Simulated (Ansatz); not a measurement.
The starting structures come from a database of crystals and need not be the phases stable at ambient conditions.

Input:

```
CELL_PARAMETERS angstrom
      5.87722     0.00000     0.00000
     -2.93861     5.08983     0.00000
      2.93861     1.69661     4.79873
ATOMIC_POSITIONS crystal
  Ge 0.75000 0.37500 0.87500
  Ge 0.25000 0.37500 0.37500
  Ge 0.75000 0.37500 0.37500
  Ge 0.25000 0.87500 0.37500
  Ge 0.00000 0.00000 0.00000
  Ge 0.50000 0.75000 0.75000
  N  0.76632 0.14948 0.61684
  N  0.26632 0.13316 0.60052
  N  0.76632 0.61684 0.61684
  N  0.26632 0.13316 0.13316
  N  0.23368 0.61684 0.61684
  N  0.73368 0.13316 0.13316
  N  0.23368 0.61684 0.14948
  N  0.73368 0.60052 0.13316
```

Space group of this cell: Fd-3m. The cell is taken as given; by PBEsol its mean pressure is -6.4 GPa.

The current runs along the normal of the first two printed vectors, the (111) plane. All runs by Ansatz (a program for electronic structure), plane waves and PAW, without spin-orbit coupling; the base is PBEsol.

```json
[
 {"run": "base", "mean pressure (GPa)": "-6.4", "gap (eV)": "1.87", "mid-gap κ (1/Å)": "0.152"},
 {"run": "all lengths scaled by 0.98", "mean pressure (GPa)": "8.1", "gap (eV)": "[?]", "mid-gap κ (1/Å)": "[?]"},
 {"run": "all lengths scaled by 1.02", "mean pressure (GPa)": "-17.1", "gap (eV)": "[?]", "mid-gap κ (1/Å)": "[?]"},
 {"run": "lda in place of pbesol", "mean pressure (GPa)": "-11.9", "gap (eV)": "1.89", "mid-gap κ (1/Å)": "0.155"},
 {"run": "lengths across the current scaled by 0.98, ions clamped", "mean pressure (GPa)": "2.8", "gap (eV)": "2.03", "mid-gap κ (1/Å)": "0.176"},
 {"run": "lengths across the current scaled by 1.02, ions clamped", "mean pressure (GPa)": "-13.8", "gap (eV)": "1.29", "mid-gap κ (1/Å)": "0.120"},
 {"run": "lengths along the current scaled by 0.97, ions clamped", "mean pressure (GPa)": "0.5", "gap (eV)": "[?]", "mid-gap κ (1/Å)": "[?]"},
 {"run": "lengths along the current scaled by 1.03, ions clamped", "mean pressure (GPa)": "-12.0", "gap (eV)": "1.33", "mid-gap κ (1/Å)": "0.127"}
]
```

Question: Some entries are withheld; supply them.

Answer: 
- all lengths scaled by 0.98, gap (eV): 2.24
- all lengths scaled by 0.98, mid-gap κ (1/Å): 0.194
- all lengths scaled by 1.02, gap (eV): 1.16
- all lengths scaled by 1.02, mid-gap κ (1/Å): 0.108
- lengths along the current scaled by 0.97, ions clamped, gap (eV): 1.79
- lengths along the current scaled by 0.97, ions clamped, mid-gap κ (1/Å): 0.172
